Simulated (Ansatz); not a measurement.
Functionals compared on a constructed model of the (100) surface of fcc Cu, a pseudomorphic layer of Zn in the host's stacking (bottom of the slab: a bare face, its two planes held), in Ansatz (plane waves, PAW). The structure was relaxed with PBE; the other rows are single points on it. Cutoff 420 eV (500 eV for r2SCAN).

Model: 7-atom slab, 11.0 Å thick at the start, 15x15x1 mesh, Fermi-Dirac 0.1 eV, dipole correction, 2 atoms held, the rest relaxed; symmetry of the start imposed; no spin, no spin-orbit, no U. It is one candidate, not shown to be the stable structure of the face. These notes are the PBE run's.

```csv
functional,work function of the top face (eV),rough cost of the single point
PBE,4.34,–
RPBE,4.19,very roughly 70 core-seconds
r2SCAN,…,roughly 110 core-seconds
```

Question: Complete the blanks.

Answer: 
- r2SCAN, work function of the top face (eV): 4.42

Ansatz is an electronic-structure program.
